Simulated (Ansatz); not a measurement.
Consider the following.

```
CELL_PARAMETERS angstrom
      0.00000     2.18684     2.18684
      2.18684     0.00000     2.18684
      2.18684     2.18684     0.00000
ATOMIC_POSITIONS crystal
  C  0.75000 0.75000 0.75000
  Si 0.00000 0.00000 0.00000
```

No spin polarisation.

Level of theory: PBE (Ansatz, an electronic-structure program, PAW, spin-orbit coupling left out). Γ-centred 13×13×13 mesh, Fermi–Dirac width 0.05 eV.

**Question.** Predict the electron mass, gap character and smallest direct gap.

**Answer.** 
```json
{
 "electron_mass": "0.68 mₑ along k, 0.23 mₑ across (at X)",
 "gap_character": "indirect, Γ → X",
 "smallest_direct_gap": "4.53 eV"
}
```

Load acts through the strain it causes; cell and atoms are relaxed under it. Masses are band curvatures over ±0.01 Å⁻¹ around the edge. Along k means along the line from Γ to the band edge. Stability against distortions was not tested. The cell was made from SiC in the zinc blende structure (space group F-43m, No. 216) by this change: pressure 0.9 GPa.
